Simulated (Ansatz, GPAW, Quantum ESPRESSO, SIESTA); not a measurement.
## HfZrW4 (F-43m, 6 atoms in the cell) computed with different codes at matched settings

Self-consistent single point, at a second geometry (lattice scaled by 0.98). First geometry:

```
HfZrW4
1.0
    0.00000     3.74105     3.74105
    3.74105     0.00000     3.74105
    3.74105     3.74105     0.00000
Zr Hf W
1 1 4
Cartesian
  0.00000   0.00000   0.00000
  5.61157   5.61157   5.61157
  2.80601   2.80601   2.80601
  2.80601   4.67609   4.67609
  4.67609   4.67609   2.80601
  4.67609   2.80601   4.67609
```

Shared settings, as Ansatz (a program for electronic structure) writes them: kpoints.mp_grid.grid = 7 7 7; scf.occupations.method = fermi_dirac; scf.occupations.width = 0.1 eV. Potentials and cutoffs stand in the table.

| code | model | ΔF from the first geometry (meV/atom) | pressure (GPa) | largest force (eV/Å) | cutoff |
|---|---|---|---|---|---|
| SIESTA | GGA PBEsol, numerical atomic orbitals DZP, PseudoDojo PBEsol standard norm-conserving potentials (rewritten from UPF to PSML) | 106.8 | 26.62 | 0.038 | grid 300 Ry |
| Ansatz | PBEsol, PAW files made with PBE | 104.8 | 25.58 | 0.030 | default |
| GPAW | PBEsol, GPAW PAW datasets PBEsol (made by gpaw-setup) | 103.0 | 25.22 | 0.037 | 550 eV |
| Quantum ESPRESSO | PBEsol, PseudoDojo standard norm-conserving (PBESOL) pseudopotentials | 106.0 | 25.79 | 0.028 | 75 Ry |

On Ansatz's run: spin-orbit coupling is off. Spin polarisation is off.

The spread over the programs that give each value: ΔF from the first geometry within 3.8 meV/atom; pressure within 1.40 GPa; largest force within 0.010 eV/Å.

SIESTA uses small atom-centred bases, whose incompleteness enters pressures, forces and empty levels differently from a plane-wave cutoff. Ansatz's pressure is given at a fixed set of plane waves, as the other plane-wave codes print theirs; with its correction for the finite basis it is 25.66 GPa. In the pressure, SIESTA (by 1.03) lies more than 1 GPa from the median of the plane-wave programs.

The starting cell comes from a database of computed structures (which also holds hypothetical and non-ambient phases and stackings), without a prior relaxation at this level. Its lattice was rescaled by a random factor within 2.5 % of one. For this run, on top of that: lattice scaled by 0.98.

Keys are those of Ansatz 0.2.
